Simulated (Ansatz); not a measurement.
Consider BP in the zinc blende structure (space group F-43m, No. 216).

```xyz
2
Lattice="0.0000 2.2453 2.2453 2.2453 0.0000 2.2453 2.2453 2.2453 0.0000" Properties=species:S:1:pos:R:3 pbc="T T T"
B      0.0000     0.0000     0.0000
P      1.1226     1.1226     1.1226
```

Cartesian axes are those of the cell as printed.

All numbers come from LDA/PAW in Ansatz (a first-principles code), spin-orbit coupling left out.

For the base:

Valence-band top at Γ: 0.00, 0.00, 0.00 eV

The change: uniaxial strain ε_zz = −1.00 %, all other strain components held at zero, atoms relaxed at fixed cell.

What happens to the hole mass, valence-band top at Γ and stress?

The hole mass is 0.33 mₑ along z, 0.23 mₑ across (at Γ); the valence-band top at Γ (three highest levels, from the VBM) goes from 0.00, 0.00, 0.00 eV to 0.00, -0.10, -0.10 eV; the stress (xx, yy, zz, yz, xz, xy; compression positive) amounts to (0.88, 0.88, 3.61, 0.00, 0.00, 0.00) GPa.

The levels and masses belong to the bands next to the band gap. Effective masses come from finite differences of ±0.01 Å⁻¹. Whether these cells are dynamically stable was not tested.
